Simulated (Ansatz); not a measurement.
AlN: point defects

Take a 16-atom supercell of AlN in the zinc blende structure (space group F-43m, No. 216; a = 4.403 Å) at its relaxed geometry as the base.

One neutral defect a cell, atoms relaxed at fixed cell.

Method: PBE (Ansatz, an electronic-structure program), scalar-relativistic without spin-orbit coupling.

| case | pressure | largest displacement of a host atom from its site in the perfect cell |
|---|---|---|
| perfect supercell | 0.0 GPa | – |
| Al on a N site (antisite) | 24.9 GPa | 0.41 Å |
| Al vacancy, symmetric start | 4.1 GPa | 0.19 Å |
| Al interstitial (started 1.91 Å from the nearest host atom), symmetric start | 17.4 GPa | 0.19 Å |

Other magnetic orders, which the real material may have, were not ruled out. The cell is small, so the values are those of an ordered compound at a high defect concentration; dilute-limit values will differ. A case with no gap was solved on a k-mesh chosen for an insulator, which is coarse for it. Defects with a symmetric start kept the site's symmetry and may sit on a saddle; the others started slightly shaken. Starting moments died away, wholly or in part, for Al on a N site (antisite) and Al interstitial (started 1.91 Å from the nearest host atom); another magnetic solution may exist. This is not the structure that AlN has at room temperature and ambient pressure.
